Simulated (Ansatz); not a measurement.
System: Hf (model structure, started from the fcc type, Fm-3m, No. 225, 1 atom in the cell). Method: r²SCAN in Ansatz (PAW).

Settings: plane-wave cutoff 560 eV, 22×22×22 k mesh, Fermi–Dirac smearing 0.05 eV, scalar-relativistic PAW data made under PBE.

Cell (relaxed at this level):

```yaml
crystal:
  lattice:
    - [0.00000, 2.23894, 2.23894]
    - [2.23894, 0.00000, 2.23894]
    - [2.23894, 2.23894, 0.00000]
  atoms:
    - { symbol: Hf, position: [0.00000, 0.00000, 0.00000] }
```

Task: What does this level give for the bulk modulus B0?

Result: 
- bulk modulus B0 = 102 GPa

The run finds no gap.

Note: the bulk modulus is −V dP/dV from two relaxed cells at ±2 % in volume; the relaxation could raise the start's symmetry but not lower it, so the cell can be a saddle point.

Spin–orbit coupling is not included.

Computed values are for the static lattice.

A model structure was made by putting elements into a prototype or built by hand; it is no filed structure, need not be a known phase, and can be a saddle point held by its symmetry.

Ansatz is an electronic-structure program.
